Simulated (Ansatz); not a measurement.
Response to strain in MoSe2

The parent structure is MoSe2 in the 2H-MoS2 type structure (space group P6_3/mmc, No. 194; a = 3.228 Å, c = 12.347 Å; layered, stacked along the Cartesian z axis). Axes: x lies along a and z along c of the hexagonal cell.

Strains are applied to the cell and any free atomic positions relax.

Method: Ansatz (a program for electronic structure) PBEsol-D3(BJ), no spin-orbit coupling.

Candidates:
(a) uniaxial strain ε_zz = +4.87 %
(b) isotropic strain +1.34 %
(c) isotropic strain +3.28 %

Base values:

```
Property                        Result
-----------------------------  -------
Width of the top valence band  1.53 eV
```

Problem. Order them by width of the top valence band, lowest first.

Solution. (a) uniaxial strain ε_zz = +4.87 % (1.27 eV), (c) isotropic strain +3.28 % (1.45 eV), (b) isotropic strain +1.34 % (1.51 eV)

The levels and masses belong to the bands next to the band gap. Stability against distortions was not tested.
